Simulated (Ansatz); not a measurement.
# SrTiO3, pressure series

The reference is SrTiO₃ in the cubic perovskite structure (space group Pm-3m, No. 221; a = 3.891 Å).

Cell and atoms are relaxed at each pressure.

Computed with Kohn–Sham DFT with the PBEsol functional, run in Ansatz (a quantum-chemistry and plane-wave program) with PAW and 420 eV plane waves, no spin-orbit coupling.

```
pressure (GPa)  volume per atom (Å³/atom)
--------------  -------------------------
-2                                 11.913
-1                                 11.847
0                                  11.783
0.3                                11.765
0.7                                11.740
3                                  11.601
5                                  11.487
7.5                                     ?
10                                 11.226
```

**Question.** Fit the third-order Birch–Murnaghan form P(V) = (3B₀/2)[(V₀/V)^(7/3) − (V₀/V)^(5/3)]·[1 + (3/4)(B₀′ − 4)((V₀/V)^(2/3) − 1)] (squares taken in P) to the rows shown and predict the withheld row.

**Answer.** Least squares on the printed values gives V₀ = 11.783 Å³/atom, B₀ = 186 GPa, B₀′ = 4.2; this predicts 11.353 Å³/atom, and the run gives 11.353 Å³/atom, in agreement.

Measured bulk modulus of SrTiO3: 172.1 GPa (room temperature; as listed in Mael Guennou et al., Physical Review B (2010)); the computed value is for a static lattice, so the two differ by thermal effects too.

Load acts through the strain it causes; cell and atoms are relaxed under it. Whether these cells are dynamically stable was not tested. Competing high-pressure phases were not computed. The final runs are not spin-polarised. Many cubic perovskites are stable only at high temperature; tilts and polar distortions were not tested.
